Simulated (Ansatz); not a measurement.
# Band edges of zincblende BP (F-43m) under uniaxial stress along [001]

Cell and atoms are relaxed with r2SCAN to each stress (compression positive); bands and masses by r2SCAN with spin-orbit coupling, rigid bands (plane waves, PAW; Ansatz, a program for electronic structure). Strains are changes of length against the unloaded cell.

```
CELL_PARAMETERS angstrom
      0.00000     2.26827     2.26827
      2.26827     0.00000     2.26827
      2.26827     2.26827     0.00000
ATOMIC_POSITIONS crystal
  B  0.00000 0.00000 0.00000
  P  0.25000 0.25000 0.25000
```

```
stress (GPa)  strain [001] (%)  strain [100] (%)  gap (eV)  mₑ* [001]  mₑ* [100]  mₕ* [001]  mₕ* [100]
------------  ----------------  ----------------  --------  ---------  ---------  ---------  ---------
-2.00                     0.59             -0.10     1.350       0.24       0.39       0.36       0.41
-1.00                     0.30             -0.05     1.375       0.25       0.38       0.39       0.41
0                            0                 0     1.398       0.32       0.32       0.40       0.40
1.00                     -0.30              0.05     1.347       0.63       0.26       0.41       0.40
2.00                     -0.60              0.10     1.291       1.14       0.24       0.43       0.38
```

[001] is the direction of the load; [010] strains as [100]. Masses are conductivity masses at 300 K in electron masses.

Problem. From the two loads next to zero, find the Young modulus and the ratio of transverse to axial strain.

Solution. Between -1.00 and 1.00 GPa the strain along [001] changes by -0.60 % and that along [100] by 0.10 %. The modulus is 2.00/0.0060 = 330 GPa and the ratio of the strains 0.17 (r2SCAN, atoms relaxed). Along [001] C₁₁ = E(1 − ν)/((1 + ν)(1 − 2ν)) and C₁₂ = C₁₁ν/(1 − ν), which gives C₁₁ ≈ 360 GPa and C₁₂ ≈ 71 GPa.

Problem. How fast does the gap move on either side of zero load?

Solution. Under tension, (1.350 − 1.398) eV over -2.00 GPa = 24 meV/GPa, or about -8.1 eV per unit strain; under compression, (1.347 − 1.398) eV over 1.00 GPa = -51 meV/GPa, or about 17 eV per unit strain. The two slopes part by 75 meV/GPa; gaps are resolved to about 0.01 eV, which allows 15 meV/GPa, so they differ, even in sign: the gap has a turning point near zero load.

Problem. Take the carrier density and the relaxation time as fixed, so that ρ ∝ m*. What gauge factor (Δρ/ρ)/ε follows for current along [001] at the loads next to zero?

Solution. electrons at -1.00 GPa: (0.25/0.32 − 1)/0.0030 ≈ -73; electrons at 1.00 GPa: (0.63/0.32 − 1)/-0.0030 ≈ -320. These are means over a finite load; the small-strain gauge factor differs, most where the load has already emptied the upper valleys or bands. Carriers and loads whose mass moves by under 12 % aren't resolved and aren't listed. The change of shape, which adds a term of order 1 to 2, and that of the scattering between valleys or bands are left out.

Masses are those of dilute carriers in rigid bands with one relaxation time, without polarons. Third decimals of gaps are kept for the arithmetic. Every relaxation keeps the zincblende phase (space group I-4m2 under this load), so a transition, a distortion that breaks the symmetry or fracture can't show.
